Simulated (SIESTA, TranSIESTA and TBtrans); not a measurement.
# Pt chain with one bond stretched by 0.6 Å

System: Pt chain with one bond stretched by 0.6 Å. Leads: straight Pt chain, spacing 2.28 Å. Geometry: as built, not relaxed.

Computed with TranSIESTA and TBtrans, PBE, DZP numerical orbitals (energy shift 0.15 eV), PseudoDojo norm-conserving scalar-relativistic potentials, mesh cutoff 200 Ry, 300 K, spin-polarised (collinear), no spin-orbit coupling; self-consistent non-equilibrium Green functions.

- Conductance at 300 K (G0 = 2e²/h): 2.87
- Mean T from −0.5 to 0.5 eV: 2.67

Energies count from the leads' Fermi level. Transmissions are for each spin. The energy step is 0.01 eV; narrower resonances are cut or missed.

```tsv
E (eV)	T up	T down	lead channels up	down
-2.00	1.17	1.17	4	4
-1.90	1.22	1.22	4	4
-1.80	1.27	1.27	4	4
-1.70	1.33	1.33	4	4
-1.60	1.39	1.39	4	4
-1.50	1.46	1.46	band edge	band edge
-1.40	1.53	1.53	6	6
-1.30	1.61	1.60	6	6
-1.20	1.69	1.68	6	6
-1.10	1.77	1.77	6	6
-1.00	1.85	1.85	6	6
-0.90	1.95	1.95	6	6
-0.80	2.05	2.05	6	6
-0.70	2.14	2.15	6	6
-0.60	2.24	2.25	6	6
-0.50	2.35	2.36	6	6
-0.40	2.56	2.57	6	6
-0.30	2.53	2.54	4	4
-0.20	2.65	2.66	4	4
-0.10	2.77	2.78	4	4
0.00	2.87	2.88	4	4
0.10	2.91	2.91	4	4
0.20	2.82	2.81	4	4
0.30	2.55	2.54	4	4
0.40	2.25	2.25	4	4
0.50	2.13	2.12	3	3
0.60	2.01	2.00	3	3
0.70	1.84	1.83	3	3
0.80	1.61	1.61	3	3
0.90	1.35	1.35	3	3
1.00	1.05	1.05	3	3
1.10	0.96	0.96	1	1
1.20	0.96	0.96	1	1
1.30	0.97	0.97	1	1
1.40	0.97	0.97	1	1
1.50	0.97	0.97	1	1
1.60	0.97	0.97	1	1
1.70	0.97	0.97	1	1
1.80	0.98	0.98	1	1
1.90	0.98	0.98	1	1
2.00	0.98	0.98	1	1
```

A magnetic start was tried, and the separate lead runs end without a moment. The straight chain is held at its spacing; free chains may zigzag or dimerise. Spin-orbit coupling, left out here, matters for the heavy atoms.
